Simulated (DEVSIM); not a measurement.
Schottky contact on n-type β-Ga2O3

System: Schottky contact on n-type β-Ga2O3, at 300 K.

| layer (left to right) | material | thickness (μm) | Nd (cm⁻³) | τn (s) | τp (s) |
|---|---|---|---|---|---|
| 1 | β-Ga2O3 | 8.00 | 1.1e16 | 6.2e-9 | 6.2e-9 |

Left contact: Schottky, work function 5.69 eV, emission velocity 3.6e6 cm/s. Right contact: ohmic. Voltage is applied to the left contact. Recombination: SRH at mid-gap. Mobility is constant in doping.

The device is made up for the run: typed textbook-type constants, with dimensions and the other settings drawn at random. Values at 300 K.

| parameter | β-Ga2O3 |
|---|---|
| gap (eV) | 4.8 |
| affinity (eV) | 4 |
| permittivity | 10 |
| Nc (cm⁻³) | 3.7e18 |
| Nv (cm⁻³) | 5e20 |
| μn (cm²/Vs) | 160 |
| μp (cm²/Vs) | 1 |

DEVSIM, 1D drift-diffusion, Boltzmann statistics, complete ionisation; no tunnelling, impact ionisation, image-force lowering or self-heating. Metal contacts follow the ideal Schottky-Mott rule: no Fermi-level pinning, no interface dipoles.

The potential step across the device at zero bias is 1.540 V, the largest field in the device at zero bias is 78000 V/cm and the dark forward voltage at 1 A/cm² comes out as 1.334 V. The dark forward voltage at 100 A/cm² is 1.742 V.

Dark forward current:

```tsv
V (V)	J (A/cm²)
0.50	1.6e-14
0.60	7.6e-13
0.75	2.4e-10
0.85	1.1e-8
0.95	5.3e-7
1.10	0.00017
1.20	0.0075
1.30	0.32
1.40	6.6
1.55	41
1.65	71
1.75	100
1.90	150
2.00	180
```

Small-signal capacitance in reverse bias (quasi-static):

```json
[
 {"V (V)": "-0.1", "C (nF/cm²)": "22.0"},
 {"V (V)": "-0.25", "C (nF/cm²)": "21.0"},
 {"V (V)": "-0.5", "C (nF/cm²)": "19.7"},
 {"V (V)": "-0.75", "C (nF/cm²)": "18.6"},
 {"V (V)": "-1", "C (nF/cm²)": "17.6"},
 {"V (V)": "-1.5", "C (nF/cm²)": "16.1"},
 {"V (V)": "-2", "C (nF/cm²)": "14.9"},
 {"V (V)": "-2.5", "C (nF/cm²)": "13.9"},
 {"V (V)": "-3.25", "C (nF/cm²)": "12.8"},
 {"V (V)": "-4", "C (nF/cm²)": "11.9"},
 {"V (V)": "-5", "C (nF/cm²)": "10.9"}
]
```
